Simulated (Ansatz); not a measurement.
Base system: Zr in the hcp (Mg type) structure (space group P6_3/mmc, No. 194; a = 3.2444 Å, c = 5.1584 Å; relaxed with 0.1 eV smearing). Axes: x lies along a and z along c of the hexagonal cell.

Structures relaxed with r2SCAN in Ansatz (plane waves to 500 eV, PAW, no spin-orbit coupling), earlier PAW set.

Base:

Simulated powder pattern, Co Kα, λ = 1.79026 Å (kinematic, ideal powder, no thermal factors, no anomalous dispersion; the 14 strongest lines at most, above 2 %, up to 2θ = 90°):

```json
[
 {"2θ (°)": "37.15", "I/Imax (%)": "24", "hkl": "(100)"},
 {"2θ (°)": "40.62", "I/Imax (%)": "25", "hkl": "(002)"},
 {"2θ (°)": "42.54", "I/Imax (%)": "100", "hkl": "(101)"},
 {"2θ (°)": "56.21", "I/Imax (%)": "15", "hkl": "(102)"},
 {"2θ (°)": "66.98", "I/Imax (%)": "18", "hkl": "(110)"},
 {"2θ (°)": "75.23", "I/Imax (%)": "19", "hkl": "(103)"},
 {"2θ (°)": "79.16", "I/Imax (%)": "2.8", "hkl": "(200)"},
 {"2θ (°)": "81.37", "I/Imax (%)": "21", "hkl": "(112)"},
 {"2θ (°)": "82.66", "I/Imax (%)": "15", "hkl": "(201)"},
 {"2θ (°)": "87.91", "I/Imax (%)": "3.0", "hkl": "(004)"}
]
```

The change: uniaxial strain ε_zz = −0.77 %, all other strain components held at zero; the atoms relax in the strained cell.

After the change:

Simulated powder pattern, Co Kα, λ = 1.79026 Å (kinematic, ideal powder, no thermal factors, no anomalous dispersion; the 14 strongest lines at most, above 2 %, up to 2θ = 90°):

```
2θ (°)  d (Å)  I/Imax (%)    hkl
------  -----  ----------  -----
37.15   2.810          24  (100)
40.94   2.559          25  (002)
42.62   2.463         100  (101)
56.47   1.892          15  (102)
66.98   1.622          18  (110)
75.73   1.458          19  (103)
79.16   1.405         2.8  (200)
81.58   1.370          21  (112)
82.71   1.355          15  (201)
88.77   1.280         3.0  (004)
```

The indices refer to the base's conventional cell; one index is shown for lines that coincide.

Stability against distortions was not tested. The final runs are not spin-polarised.

Ansatz is a program for electronic structure.
